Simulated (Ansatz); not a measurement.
System: CsCl-type CoGa. Method: BLYP (plane waves, PAW; Ansatz, a quantum-chemistry and plane-wave program).

Numerical settings: plane-wave cutoff 520 eV, 20×20×20 k mesh, Fermi–Dirac smearing 0.05 eV, no spin polarisation, scalar-relativistic PAW data made under PBE.

Cell (relaxed at this level):

```xyz
2
Lattice="2.9299 0.0000 0.0000 0.0000 2.9299 0.0000 0.0000 0.0000 2.9299" Properties=species:S:1:pos:R:3 pbc="T T T"
Ga     1.4650     1.4650     1.4650
Co     0.0000     0.0000     0.0000
```

Q: What does this level give for the bulk modulus and pressure derivative B′ of the bulk modulus?

A: 
bulk modulus: 147 GPa
pressure derivative B′ of the bulk modulus: 5.3

The run finds no gap.

The result took very roughly 80 core-seconds.
